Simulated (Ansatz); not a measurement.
Take Pd in the fcc (Cu type) structure (space group Fm-3m, No. 225; a = 3.841 Å; relaxed with 0.1 eV smearing) as the base. Axes: x, y, z lie along the cube axes.

Level of theory: Kohn–Sham DFT with the LDA functional, run in Ansatz (an electronic-structure program) with PAW and 420 eV plane waves, no spin-orbit coupling.

Base values:

```
Quantity    Value
--------  -------
Pressure  0.0 GPa
```

It is then changed as follows: biaxial strain −1.25 %, plane normal [111], relaxed out of plane (Cartesian); in-plane vectors clamped, the third vector and the atoms free.

Task: What happens to the pressure?

Result: The pressure (mean of the normal stresses, compression positive) goes from zero to 3.2 GPa.

Task: Estimate the effect on the ratio −ε⊥/ε∥.

Result: The ratio −ε⊥/ε∥ amounts to 0.96.

Whether these cells are dynamically stable was not tested. The final runs are not spin-polarised.
